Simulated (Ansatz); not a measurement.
Take Mo in the bcc (W type) structure (space group Im-3m, No. 229; a = 3.1114 Å) as the base.

The values are results of Kohn–Sham DFT with the LDA functional, run in Ansatz (an electronic-structure program) with PAW and 420 eV plane waves, spin-orbit coupling left out, not measurements.

One change was made to it. Results:

The volume per atom drops by 0.105 Å³, from 15.06 Å³ to 14.96 Å³; the band gap is still zero.

**Question.** Name the change that was made.
A) pressure 2.1 GPa
B) pressure −1 GPa
C) pressure 22.5 GPa
D) pressure 4.5 GPa
E) pressure 9 GPa

**Answer.** A, pressure 2.1 GPa. For comparison, the volume per atom in the other runs: pressure 4.5 GPa gives 14.84 Å³; pressure 22.5 GPa gives 14.09 Å³; pressure −1 GPa gives 15.11 Å³; pressure 9 GPa gives 14.63 Å³.

Load acts through the strain it causes; cell and atoms are relaxed under it. Whether these cells are dynamically stable was not tested. Competing high-pressure phases were not computed. All final runs are without spin polarisation.
